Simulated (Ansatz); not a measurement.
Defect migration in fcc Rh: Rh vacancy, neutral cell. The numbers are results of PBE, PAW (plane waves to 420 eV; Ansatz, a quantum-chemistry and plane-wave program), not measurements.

Settings: 32 host sites, the relaxed PBE lattice, a 3×3×3 k-point mesh shifted by half a step, smearing 0.10 eV, spin-restricted, no image-charge correction. Static, classical nuclei. Forms of the defect that were not tried may lie lower.

Barriers: single points on a 5×5×5 k-point mesh shifted by half a step at the bands' geometries (they differ from the bands' own by up to 0.09 eV, and are uncertain by about as much).

The step: a nearby Rh atom hops onto the vacant site. Atoms about the jump, Cartesian Å from the middle of the jump, before and after:

```tsv
atom	x0	y0	z0	x1	y1	z1
Rh1	0.00	-0.94	0.94	0.00	0.94	-0.94
Rh2	-1.90	-0.94	-0.96	-1.90	-0.96	-0.94
Rh3	1.90	-0.94	-0.96	1.90	-0.96	-0.94
Rh4	-1.90	0.96	0.94	-1.90	0.94	0.96
Rh5	1.90	0.96	0.94	1.90	0.94	0.96
Rh6	0.00	-0.94	-2.86	0.00	-0.96	-2.87
Rh7	0.00	-2.87	-0.96	0.00	-2.86	-0.94
Rh8	0.00	0.96	2.87	0.00	0.94	2.86
Rh9	0.00	2.86	0.94	0.00	2.87	0.96
Rh10	1.90	0.96	-2.86	1.91	0.96	-2.87
Rh11	-1.90	0.96	-2.86	-1.91	0.96	-2.87
Rh12	-1.91	-2.87	0.96	-1.90	-2.86	0.96
Rh13	1.91	-2.87	0.96	1.90	-2.86	0.96
Rh14	-1.90	2.86	-0.96	-1.91	2.87	-0.96
Rh15	1.90	2.86	-0.96	1.91	2.87	-0.96
Rh16	1.91	-0.96	2.87	1.90	-0.96	2.86
Rh17	-1.91	-0.96	2.87	-1.90	-0.96	2.86
```

Task: Predict the transition state.

Result: 
```json
[
 {"atom": "Rh1", "x": "0.00", "y": "0.00", "z": "-0.01"},
 {"atom": "Rh2", "x": "-2.05", "y": "-1.00", "z": "-1.01"},
 {"atom": "Rh3", "x": "2.05", "y": "-1.00", "z": "-1.01"},
 {"atom": "Rh4", "x": "-2.05", "y": "1.00", "z": "0.99"},
 {"atom": "Rh5", "x": "2.05", "y": "1.00", "z": "0.99"},
 {"atom": "Rh6", "x": "0.00", "y": "-0.93", "z": "-2.84"},
 {"atom": "Rh7", "x": "0.00", "y": "-2.83", "z": "-0.94"},
 {"atom": "Rh8", "x": "0.00", "y": "0.93", "z": "2.82"},
 {"atom": "Rh9", "x": "0.00", "y": "2.83", "z": "0.92"},
 {"atom": "Rh10", "x": "1.88", "y": "0.96", "z": "-2.87"},
 {"atom": "Rh11", "x": "-1.87", "y": "0.96", "z": "-2.87"},
 {"atom": "Rh12", "x": "-1.87", "y": "-2.86", "z": "0.95"},
 {"atom": "Rh13", "x": "1.88", "y": "-2.86", "z": "0.95"},
 {"atom": "Rh14", "x": "-1.87", "y": "2.85", "z": "-0.97"},
 {"atom": "Rh15", "x": "1.88", "y": "2.85", "z": "-0.97"},
 {"atom": "Rh16", "x": "1.88", "y": "-0.96", "z": "2.85"},
 {"atom": "Rh17", "x": "-1.87", "y": "-0.96", "z": "2.85"}
]
```
It lies 1.84 eV above the start and 1.84 eV above the end. The saddle point's order was not checked, and it lies on a symmetry element of the cell, where a band can be held.
